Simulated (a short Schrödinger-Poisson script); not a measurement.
# MOS inversion layer, HfO2 on p-type In0.53Ga0.47As

Structure: MOS inversion layer, HfO2 on p-type In0.53Ga0.47As, at 300 K.

```tsv
layer	material	thickness (nm)	Na (cm⁻³)
1	HfO2	7.6	-
2	In0.53Ga0.47As	1800	5.2e16
```

The device is made up for the run: typed textbook-type constants, with dimensions and the other settings drawn at random. HfO2: permittivity 22, conduction-band edge (eV) 2.01, gap (eV) 5.7, electron mass (mₑ) 0.2. In0.53Ga0.47As: permittivity 13.9, conduction-band edge (eV) 0, gap (eV) 0.74, Nv at 300 K (cm⁻³) 7.7e18.

Channel valleys (confinement mass, in-plane density-of-states mass, number): Γ 0.041, 0.041, 1. At the gate the conduction-band edge of layer 1 lies 1.86 eV − eVg above the Fermi level of the channel; the field vanishes at the back. Gaps are held at their typed values at every temperature. Mesh 0.03 nm at interfaces.

Solved with a short Schrödinger-Poisson script written for these runs: 1D Poisson equation in equilibrium, electrons quantum, Hartree (BenDaniel-Duke, 12 states a valley, the channel's in-plane mass for all, wave functions ending at the dielectric), parabolic valleys, classical holes, full ionisation, no traps, pinning or gate leakage.

| Vg (V) | electrons (cm⁻²) | C (μF/cm²) | Γ E0 (meV) | Γ E1 (meV) |
|---|---|---|---|---|
| -0.2 | 4.64e8 | 0.100 | 179.7 | 244.1 |
| -0.15 | 2.61e9 | 0.107 | 134.8 | 201.6 |
| -0.1 | 1.40e10 | 0.157 | 90.8 | 159.9 |
| -0.05 | 6.20e10 | 0.326 | 51.0 | 122.5 |
| 0 | 1.83e11 | 0.555 | 19.6 | 94.1 |
| 0.05 | 3.72e11 | 0.718 | -4.2 | 73.7 |
| 0.1 | 6.05e11 | 0.816 | -23.7 | 58.0 |
| 0.15 | 8.64e11 | 0.879 | -40.9 | 44.8 |
| 0.2 | 1.14e12 | 0.924 | -56.8 | 33.2 |
| 0.25 | 1.43e12 | 0.959 | -71.9 | 22.7 |
| 0.3 | 1.73e12 | 0.988 | -86.5 | 13.0 |
| 0.35 | 2.04e12 | 1.01 | -100.7 | 3.9 |
| 0.4 | 2.36e12 | 1.03 | -114.5 | -4.6 |
| 0.45 | 2.68e12 | 1.05 | -128.2 | -12.6 |
| 0.5 | 3.01e12 | 1.07 | -141.6 | -20.4 |
| 0.55 | 3.34e12 | 1.08 | -155.0 | -27.8 |
| 0.6 | 3.68e12 | 1.10 | -168.2 | -35.1 |
| 0.65 | 4.02e12 | 1.11 | -181.3 | -42.2 |
| 0.7 | 4.37e12 | 1.12 | -194.4 | -49.1 |
| 0.75 | 4.72e12 | 1.13 | -207.4 | -56.0 |
| 0.8 | 5.07e12 | 1.14 | -220.3 | -62.7 |

Subbands count from the Fermi level.

Above a few 1e12 electrons/cm² a light Γ valley is non-parabolic and upper valleys begin to fill, which the model leaves out.
